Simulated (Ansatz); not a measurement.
CaF₂ (Pmc2_1), Ansatz (a first-principles code) with PBEsol, rigid bands: N_c = 1.73e19 cm⁻³ at 300 K and an electron conductivity mass of 1.24 mₑ along y (a = (3.47, 0.00, 0.00) Å; b = (0.00, 4.11, 0.00) Å; c = (0.00, 0.00, 5.88) Å).

Question: For 1e17 electrons per cm³ at 300 K, place the Fermi level, estimate the Seebeck coefficient of a parabolic band with constant τ, and give mobility and conductivity for τ = 10 fs.

Answer: The level lies k_BT ln(N_c/n) = 0.133 eV below the conduction-band minimum. S ≈ −(k_B/e)[ln(N_c/n) + 5/2] = -660 μV/K, against -660 μV/K from the full bands (mean over directions). μ = eτ/m = 14.2 cm²/(V·s) and σ = neμ = 0.227 S/cm. τ is assumed, not computed.

Band transport and this doping are assumed; polarons and phonon drag are left out. Spin-orbit coupling is left out.

Computed structure with no diffraction record at hand here (it may be known, metastable or hypothetical): CaF2 (Pmc2_1).
